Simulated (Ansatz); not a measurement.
NbRu₃ (model structure, started from the A15 type, Pm-3n, No. 223, 8 atoms in the cell) was calculated with r²SCAN in Ansatz (PAW).

Settings: plane-wave cutoff 560 eV, 12×12×12 k mesh, Fermi–Dirac smearing 0.05 eV, no spin polarisation, scalar-relativistic PAW data made under PBE.

Cell (relaxed at this level):

NbRu3 is taken in the cubic space group Pm-3n (No. 223), the A15 (Cr3Si type) structure, Pearson symbol cP8. Conventional cell: a = 4.9287 Å, b = 4.9287 Å, c = 4.9287 Å, α = 90.00°, β = 90.00°, γ = 90.00°. Ru on 6c is surrounded by 2 Ru at 2.464 Å and 8 Ru at 3.018 Å and 4 Nb at 2.755 Å. Nb on 2a is coordinated by 12 Ru at 2.755 Å. (Neighbours: up to the widest gap in distance over summed covalent radii, below 1.35, at either atom.)

Task: Predict the bulk modulus.

Result: 
* **bulk modulus**: 270 GPa

Note: the run has no spin polarisation, so it can have missed a magnetic state; the bulk modulus is −V dP/dV from two relaxed cells at ±2 % in volume; the relaxation could raise the start's symmetry but not lower it, so the cell can be a saddle point.

A model structure was made by putting elements into a prototype or built by hand; it is no filed structure, need not be a known phase, and can be a saddle point held by its symmetry.

Ansatz is a program for electronic structure.
